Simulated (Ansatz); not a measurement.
# LiF: pressure series

Take LiF in the rock salt structure (space group Fm-3m, No. 225) as the base.

```
CELL_PARAMETERS angstrom
      0.00000     1.99510     1.99510
      1.99510     0.00000     1.99510
      1.99510     1.99510     0.00000
ATOMIC_POSITIONS crystal
  F  0.00000 0.00000 0.00000
  Li 0.50000 0.50000 0.50000
```

Cell and atoms are relaxed at each pressure.

The values are results of plane-wave PAW DFT at the r2SCAN level (Ansatz, a program for electronic structure, 500 eV), no SOC, not measurements.

```csv
variant,band gap,volume per atom,electron mass
base,10.33 eV,7.94 Å³,0.88 mₑ (at Γ)
pressure −2 GPa,10.07 eV,8.16 Å³,0.86 mₑ (at Γ)
pressure −1 GPa,10.20 eV,8.05 Å³,0.87 mₑ (at Γ)
pressure 0.9 GPa,10.44 eV,7.85 Å³,0.89 mₑ (at Γ)
pressure 2.1 GPa,10.58 eV,7.74 Å³,0.89 mₑ (at Γ)
pressure 4.5 GPa,10.85 eV,7.54 Å³,0.91 mₑ (at Γ)
pressure 9 GPa,11.30 eV,7.22 Å³,0.95 mₑ (at Γ)
pressure 15 GPa,11.84 eV,6.88 Å³,0.99 mₑ (at Γ)
pressure 22.5 GPa,12.43 eV,6.55 Å³,1.0 mₑ (at Γ)
pressure 30 GPa,12.97 eV,6.28 Å³,1.1 mₑ (at Γ)
```

Load acts through the strain it causes; cell and atoms are relaxed under it. Effective masses come from finite differences of ±0.01 Å⁻¹. Whether these cells are dynamically stable was not tested. No other phases were tried under pressure.
